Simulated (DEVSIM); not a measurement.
## Schottky contact on n-type Si

Device: Schottky contact on n-type Si, at 300 K.

| layer (left to right) | material | thickness (μm) | Nd (cm⁻³) | τn (s) | τp (s) |
|---|---|---|---|---|---|
| 1 | Si | 0.660 | 1.2e16 | 2.5e-7 | 2.5e-7 |

Left contact: Schottky, work function 4.69 eV, emission velocity 5.4e6 cm/s. Right contact: ohmic. Voltage is applied to the left contact. Recombination: SRH at mid-gap. Mobility is μmin + (μ − μmin)/(1 + (N/Nref)^α).

Constants are typed, rounded textbook-type inputs, not results; the design itself was drawn at random and stands for no fabricated device. Values at 300 K.

| parameter | Si |
|---|---|
| gap (eV) | 1.124 |
| affinity (eV) | 4.05 |
| permittivity | 11.7 |
| Nc (cm⁻³) | 2.86e19 |
| Nv (cm⁻³) | 3.1e19 |
| μn (cm²/Vs) | 1417 |
| μp (cm²/Vs) | 470 |
| μn,min | 52 |
| μp,min | 45 |
| Nref,n | 9.7e16 |
| Nref,p | 2.2e17 |
| αn | 0.68 |
| αp | 0.72 |

DEVSIM, 1D drift-diffusion, Boltzmann statistics, complete ionisation; no tunnelling, impact ionisation, image-force lowering or self-heating. Metal contacts follow the ideal Schottky-Mott rule: no Fermi-level pinning, no interface dipoles.

```yaml
potential_step_across_the_device_at_zero_bias: 0.439 V
largest_field_in_the_device_at_zero_bias: 39000 V/cm
Dark forward voltage at 1 A/cm²: 0.204 V
Dark forward voltage at 100 A/cm²: 0.330 V
```

Dark forward current:

```json
[
 {"V (V)": "0.05", "J (A/cm²)": "0.0023"},
 {"V (V)": "0.10", "J (A/cm²)": "0.018"},
 {"V (V)": "0.15", "J (A/cm²)": "0.12"},
 {"V (V)": "0.20", "J (A/cm²)": "0.85"},
 {"V (V)": "0.25", "J (A/cm²)": "5.7"},
 {"V (V)": "0.30", "J (A/cm²)": "37"},
 {"V (V)": "0.35", "J (A/cm²)": "200"},
 {"V (V)": "0.40", "J (A/cm²)": "720"},
 {"V (V)": "0.45", "J (A/cm²)": "1700"},
 {"V (V)": "0.50", "J (A/cm²)": "2900"}
]
```

Dark reverse current:

| V (V) | J (A/cm²) |
|---|---|
| -0.20 | -0.00040 |
| -0.50 | -0.00041 |
| -1.00 | -0.00041 |
| -1.50 | -0.00042 |
| -2.00 | -0.00042 |
| -3.00 | -0.00042 |
| -4.00 | -0.00042 |
| -5.00 | -0.00042 |
| -6.50 | -0.00043 |
| -8.00 | -0.00043 |
| -10.00 | -0.00043 |
